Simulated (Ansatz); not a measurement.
## CaZrF6: uniaxial strain ε_yy = −0.66 %

Take CaZrF6 (space group Fm-3m, No. 225; a = 8.511 Å; a cell from a computed database, its experimental status unchecked) as the base. Axes: x, y, z lie along the cube axes.

Modification: uniaxial strain ε_yy = −0.66 %, all other strain components held at zero; the atoms relax in the strained cell.

Level of theory: PBEsol in Ansatz (plane waves to 420 eV, PAW, scalar-relativistic without spin-orbit coupling). k-mesh 7×7×7 (Γ-centred); smearing 0.05 eV (Fermi–Dirac).

- Volume per atom = 19.14 Å³ (base 19.26 Å³)
- Shortest interatomic distance = 2.004 Å (base 2.010 Å)
- Energy relative to the base (free energy F) = +0.4 meV/atom
- Pressure (mean of the normal stresses, compression positive) = 4.0 kbar (base 0.0 kbar)
- Band gap = 7.01 eV (base 7.01 eV)
- Gap character = direct at Γ (base direct at Γ)
- Valence-band top at Γ (three highest levels, from the VBM) = 0.00, -0.03, -0.03 eV (base 0.00, 0.00, 0.00 eV)
- Stress (xx, yy, zz, yz, xz, xy; compression positive) = (0.07, 1.08, 0.07, 0.00, 0.00, 0.00) GPa

Stability against distortions was not tested. k-point labels follow each cell's own Brillouin zone.

Ansatz is a program for electronic structure.
